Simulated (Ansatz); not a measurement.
Consider WSi$_{2}$ (space group I4/mmm, No. 139; a = 3.229 Å, c = 7.867 Å).

Calculations: PBE (Ansatz, a first-principles code), no SOC.

One change was made to it. Results:

```
quantity                base    after
-------------------  -------  -------
lattice parameter a  3.229 Å  2.937 Å
c/a ratio              2.436    2.492
```

Question: What was done to the base?
A) pressure −1 GPa
B) pressure 15 GPa
C) pressure 100 GPa

Answer: C, pressure 100 GPa. For comparison, the lattice parameter a in the other runs: pressure 15 GPa gives 3.160 Å; pressure −1 GPa gives 3.235 Å.

Load acts through the strain it causes; cell and atoms are relaxed under it. Whether these cells are dynamically stable was not tested. Competing high-pressure phases were not computed. All final runs are without spin polarisation.
